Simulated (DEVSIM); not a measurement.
Device: illuminated Ge p-on-n cell, one wavelength, at 300 K.

```csv
layer (left to right),material,thickness (μm),Nd (cm⁻³),Na (cm⁻³),τn (s),τp (s),absorption coefficient (cm⁻¹)
1,Ge,0.490,-,2.9e18,1.5e-5,5e-5,8700
2,Ge,260,2.2e16,-,0.00016,0.00016,8700
```

Left contact: ohmic, minority electron recombination velocity 400 cm/s. Right contact: ohmic, minority hole recombination velocity 600 cm/s. Voltage is applied to the left contact. Recombination: SRH at mid-gap, radiative, Auger. Light enters at the left, 2.2e18 photons cm⁻² s⁻¹, one pass, no reflection. Mobility is constant in doping.

The device is made up for the run: typed textbook-type constants, with dimensions and the other settings drawn at random. Values at 300 K.

| parameter | Ge |
|---|---|
| gap (eV) | 0.664 |
| affinity (eV) | 4 |
| permittivity | 16 |
| Nc (cm⁻³) | 1.04e19 |
| Nv (cm⁻³) | 6e18 |
| μn (cm²/Vs) | 3900 |
| μp (cm²/Vs) | 1900 |
| B (cm³/s) | 6.4e-14 |
| Cn (cm⁶/s) | 1e-31 |
| Cp (cm⁶/s) | 1e-31 |

DEVSIM, 1D drift-diffusion, Boltzmann statistics, complete ionisation; no tunnelling, impact ionisation, image-force lowering or self-heating.

The minority lifetime in layer 2 was swept, all else fixed.

```json
[
 {"minority lifetime in layer 2 (s)": "4.8e-6", "fill factor": "0.68", "open-circuit voltage (V)": "0.284", "largest power (mW/cm²)": "67.5", "dark forward voltage at 1 A/cm² (V)": "0.328"},
 {"minority lifetime in layer 2 (s)": "1.6e-5", "fill factor": "___", "open-circuit voltage (V)": "___", "largest power (mW/cm²)": "73.3", "dark forward voltage at 1 A/cm² (V)": "___"},
 {"minority lifetime in layer 2 (s)": "4.8e-5", "fill factor": "0.71", "open-circuit voltage (V)": "0.308", "largest power (mW/cm²)": "77.3", "dark forward voltage at 1 A/cm² (V)": "0.340"},
 {"minority lifetime in layer 2 (s)": "0.00016", "fill factor": "0.73", "open-circuit voltage (V)": "0.315", "largest power (mW/cm²)": "80.7", "dark forward voltage at 1 A/cm² (V)": "0.344"},
 {"minority lifetime in layer 2 (s)": "0.00048", "fill factor": "0.73", "open-circuit voltage (V)": "0.318", "largest power (mW/cm²)": "81.8", "dark forward voltage at 1 A/cm² (V)": "0.347"},
 {"minority lifetime in layer 2 (s)": "0.0016", "fill factor": "0.73", "open-circuit voltage (V)": "0.319", "largest power (mW/cm²)": "82.2", "dark forward voltage at 1 A/cm² (V)": "0.348"},
 {"minority lifetime in layer 2 (s)": "0.0048", "fill factor": "0.73", "open-circuit voltage (V)": "0.319", "largest power (mW/cm²)": "82.3", "dark forward voltage at 1 A/cm² (V)": "0.348"}
]
```

**Question.** Some entries are withheld; supply them.

**Answer.** 
- 1.6e-5, fill factor: 0.70
- 1.6e-5, open-circuit voltage (V): 0.298
- 1.6e-5, dark forward voltage at 1 A/cm² (V): 0.334
